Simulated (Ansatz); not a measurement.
The reference is CrO2 in the rutile structure (space group P4_2/mnm, No. 136; a = 4.416 Å, c = 2.936 Å; ferromagnetic).

Level of theory: PBEsol+U (U_eff on d states: Cr 3.70 eV) (Ansatz, a program for electronic structure, PAW, without spin-orbit coupling).

Base values:

```
Property              Result
-------------------  -------
Lattice parameter a  4.416 Å
c/a ratio              0.665
```

One thing is altered: spin polarisation is switched off and the cell is relaxed again.

### Question
What happens to the lattice parameter a?

### Answer
The lattice parameter a goes up by 0.083 Å to 4.499 Å.

### Question
What happens to the energy relative to the base?

### Answer
The energy grows by 0.56 eV/atom (to 0.01 eV only: unlike meshes or grids).

### Question
Estimate the effect on the c/a ratio.

### Answer
The c/a ratio falls by 0.074 to 0.591.

The magnetic state is the one reached from the starting moments; the real material's order can differ, and small cells can't hold many antiferromagnetic ones. Whether these cells are dynamically stable was not tested. Spin-polarised in the final run: base; the other runs are not. The U values are a database's picks, fitted on other projectors than the ortho-atomic ones used here.
